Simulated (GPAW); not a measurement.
**How far to go with the plane-wave cutoff: Cs₃Bi (I4mm, 4 atoms in the cell)**

```
Cs3Bi
1.0
    0.00000     4.67311     4.67311
    4.67311     0.00000     4.67311
    4.67311     4.67311     0.00000
Cs Bi
3 1
Direct
  0.25000   0.25000   0.25000
  0.75000   0.75000   0.75000
  0.50535   0.50535   0.49465
  0.00000   0.00000   0.00000
```

Computed with PBEsol, GPAW PAW datasets PBEsol (made by gpaw-setup) (plane waves; GPAW 25.7.0).

Base settings: mode = pw; ecut = 550 eV; xc = PBEsol; kpts = 2 2 2; mesh shift (steps) = 0 0 0; occupations.name = methfessel-paxton; occupations.width = 0.272 eV; occupations.order = 0; nbands = -6; convergence.bands = -4.

Moved along: nbands, convergence.bands.

The second cell is the first with its lattice scaled by 0.98.

The mesh stays at the base's, so the ladder's end is converged at best in this setting alone.

Only quantities that move along the ladder and can be compared are tabulated.

The count of work is k-points × plane waves × bands × iterations; it is no time. Core times come from one kind of shared machine, to one figure; runs under 30 s give none.

The starting cell comes from a database of computed structures (which also holds hypothetical and non-ambient phases and stackings), without a prior relaxation at this level. Its lattice was rescaled by up to half a per cent. One atom was moved a little off its site on purpose. Without a gap this mesh is coarse (it stands for a supercell whose shortest vector is 13 Å).

```csv
ecut,free energy less the last step's (meV/atom),energy of the compressed cell less the first (meV/atom),pressure (GPa),count of work / last,core time / last (rough)
190 eV,477.50,4.34,-0.64,0.035,–
220 eV,417.50,3.95,-1.46,0.046,–
250 eV,312.19,2.03,-2.07,0.074,–
275 eV,222.73,-4.12,-2.09,0.081,0.2
300 eV,142.31,4.94,-1.78,0.086,–
330 eV,79.65,4.07,-1.28,0.088,–
385 eV,23.07,3.25,-0.54,0.17,0.3
440 eV,6.40,3.31,-0.24,0.15,0.2
495 eV,3.14,3.23,-0.15,0.18,0.3
550 eV,2.65,3.21,-0.11,0.33,0.4
605 eV,2.43,3.22,-0.13,0.27,0.4
660 eV,1.97,3.21,-0.13,0.30,0.4
825 eV,0.63,3.19,-0.13,0.44,0.8
1100 eV,0.03,3.17,-0.12,0.73,1
1320 eV,0.00,3.18,-0.11,1.0,1
```

Coarsest ecut that holds the energy of the compressed cell less the first within 0.5 meV/atom of the last step, with all finer ones: 385 eV, at 0.17 of the last step's count of work and about 0.3 of the last step's time; the step before is off by 0.89 meV/atom.

Coarsest ecut that holds the pressure within 1 GPa of the last step, with all finer ones: 385 eV, at 0.17 of the last step's count of work and about 0.3 of the last step's time; the step before is off by 1.2 GPa.

Coarsest ecut that holds the free energy within 1 meV/atom of the last step, with all finer ones: 825 eV, at 0.44 of the last step's count of work; the step before is off by 2.0 meV/atom.

The energy difference between the two cells stays within 1 meV/atom of the last step's from 330 eV on, the total only from 825 eV on: much of the error is common to both cells and cancels.

Two neighbours can agree and both be off: 550 eV and 605 eV differ by 0.23 meV/atom in the free energy, yet lie about 2.4 meV/atom from the last step.
